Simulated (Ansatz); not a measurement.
How far PBE and r2SCAN part for LiNbO3, isotropic strain −0.63 %

Base system: LiNbO3 (space group R3c, No. 161; a = 5.190 Å, c = 14.016 Å (hexagonal axes)).

(Cell as relaxed with PBE.)

Levels (all Ansatz, a first-principles code, PAW): PBE (420 eV, spin-orbit coupling left out); r2SCAN (500 eV, no SOC).

Each level relaxes its own structure.

```
base                      PBE    r2SCAN
-------------------  --------  --------
volume per atom      10.90 Å³  10.58 Å³
lattice parameter a  519.0 pm  513.7 pm
```

It is then changed as follows: an isotropic linear strain of −0.63 %, atoms relaxed at fixed cell.

```csv
quantity,PBE,r2SCAN
energy relative to the base (free energy F),+1.3 meV/atom,?
"pressure (mean of the normal stresses, compression positive)",2.07 GPa,?
largest internal atomic displacement,0.018 Å,?
```

### Question
Predict the r2SCAN column.

### Answer

- energy relative to the base (free energy F), r2SCAN: +1.4 meV/atom
- pressure (mean of the normal stresses, compression positive), r2SCAN: 2.33 GPa
- largest internal atomic displacement, r2SCAN: 0.018 Å

PBE's pressure lies 0.26 GPa below r2SCAN's; the two agree on the largest internal atomic displacement. Neither level is exact; r2SCAN is the comparison here, not a measurement.

Stability against distortions was not tested.
